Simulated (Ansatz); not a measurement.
The starting structures come from a database of crystals and need not be the phases stable at ambient conditions.

 Where the default PAW files enter, the runs use the earlier of Ansatz's two default sets.

Input:

```
CELL_PARAMETERS angstrom
      4.25374     0.00000     0.00000
      0.00000     8.51186     0.00000
     -0.00454     0.00000     6.01583
ATOMIC_POSITIONS crystal
  Cu 0.54233 0.37360 0.26698
  Cu 0.04233 0.62640 0.76698
  Cu 0.53041 0.87608 0.26958
  Cu 0.03041 0.12392 0.76958
  I  0.04140 0.37517 0.01707
  I  0.54140 0.62483 0.51707
  I  0.03166 0.87474 0.01928
  I  0.53166 0.12526 0.51928
```

Space group of this cell: Pc. The cell is taken as given.

Level of theory: r2SCAN (plane waves, PAW; Ansatz, an electronic-structure program).

The current runs along the normal of the first two printed vectors; no spin-orbit coupling. Scaled by the factor s: all lengths (ions clamped). Meshes 8×4×6 and 8×4 across the current in all rows.

| s | mean pressure (GPa) | band gap (eV) |
|---|---|---|
| 0.98 | 3.2 | ? |
| 1.00 | 0.1 | 1.67 |
| 1.02 | -2.2 | 1.50 |

Task: Take the slope of the band gap against ln s from the two given rows, extrapolate to s = 0.98, and say what the run there gives.

Result: Slope = (1.50 − 1.67) / ln 1.02 = -8.58 eV. The line gives 1.67 + (-8.58) × ln 0.98 = 1.84 eV. The run gives 1.86 eV, 0.02 eV over the line, 10 % of the predicted step.
